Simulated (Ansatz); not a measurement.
A computed series for SiO2: response to strain

Base system: SiO₂ in the rutile structure (space group P4_2/mnm, No. 136; a = 4.236 Å, c = 2.690 Å). Axes: x, y, z lie along a, b, c of the conventional cell.

Strains are applied to the cell and any free atomic positions relax; under biaxial strain the out-of-plane vector relaxes too.

Computed with PBE/PAW in Ansatz (a first-principles code), no spin-orbit coupling.

Notes on the quantities. pressure: mean of the normal stresses, compression positive.

```csv
case,ratio −ε⊥/ε∥,pressure,electron mass
base,–,0.01 GPa,"0.36 mₑ along c, 0.45 mₑ across (at Γ)"
"biaxial strain +0.60 %, plane normal [001], relaxed out of plane",–,-1.74 GPa,"0.36 mₑ out of plane, 0.44 mₑ in plane (at Γ)"
"biaxial strain +1.80 %, plane normal [001], relaxed out of plane",0.48,-4.73 GPa,"0.36 mₑ out of plane, 0.43 mₑ in plane (at Γ)"
"biaxial strain +2.40 %, plane normal [001], relaxed out of plane",0.47,-6.00 GPa,"0.37 mₑ out of plane, 0.43 mₑ in plane (at Γ)"
"biaxial strain +3.00 %, plane normal [001], relaxed out of plane",0.47,-7.11 GPa,"0.36 mₑ out of plane, 0.42 mₑ in plane (at Γ)"
```

The levels and masses belong to the bands next to the band gap. Masses are band curvatures over ±0.01 Å⁻¹ around the edge. Whether these cells are dynamically stable was not tested.
